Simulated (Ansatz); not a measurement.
## Response to strain in WC

The reference is WC (space group P-6m2, No. 187; relaxed with 0.1 eV smearing).

```
WC
1.0
    2.88431     0.00000     0.00000
   -1.44215     2.49788     0.00000
    0.00000     0.00000     2.81153
W C
1 1
Direct
  0.00000   0.00000   0.00000
  0.33333   0.66667   0.50000
```

Cartesian axes are those of the cell as printed.

Strains are applied to the cell and any free atomic positions relax; under biaxial strain the out-of-plane vector relaxes too.

The values are results of LDA in Ansatz (plane waves to 420 eV, PAW, without spin-orbit coupling), not measurements.

```csv
"biaxial strain, plane normal [001], relaxed out of plane (%)",out-of-plane strain (%)
0,0.00
0.5,-0.19
1,-0.38
1.5,-0.56
2,-0.73
2.5,?
3,-1.07
```

Question: Fit ε⊥ = −νε + γε² (strains in %) to the rows shown and predict the withheld row.

Answer: Least squares on the printed values gives ν = 0.39 (the biaxial Poisson response) and γ = 0.011 (largest residual 0.00 %); this predicts -0.90 %, and the run gives -0.90 %, in agreement.

Whether these cells are dynamically stable was not tested. The final runs are not spin-polarised.

Ansatz is an electronic-structure program.
